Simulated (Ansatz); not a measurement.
A calculation on CsCl-type PdIn returned lattice constant a 3.270 Å, bulk modulus 129 GPa, formation enthalpy -0.723 eV/atom.

Q: Which level of theory produced these numbers?
A) PBEsol (Ansatz (a quantum-chemistry and plane-wave program))
B) HSE06 (Ansatz)
C) r²SCAN-D4 (Ansatz)
D) RPBE (Ansatz)

A: B, HSE06 (Ansatz)

The others give: PBEsol 3.247 Å, 136 GPa, -0.530 eV/atom; r²SCAN-D4 3.257 Å, 138 GPa, -0.587 eV/atom; RPBE 3.340 Å, 95.1 GPa, -0.467 eV/atom.

Unless a cell is named, each level is at its own relaxed cell (HSE06 17.48, PBEsol 17.12, r²SCAN-D4 17.27, RPBE 18.63 Å³/atom).

The crystal itself was run without spin with PBEsol, r²SCAN-D4, RPBE, HSE06; a magnetic state was not tried in these runs.

Caveats: an element that serves as reference has a cell well above its measured volume (RPBE); exact exchange on metals is sensitive to the k mesh and can open a false gap (HSE06); the run warned that the count of filled bands differs between k points (HSE06). Ansatz's density-functional and Hartree–Fock values are scalar-relativistic unless marked +SOC, with PAW data made under PBE.
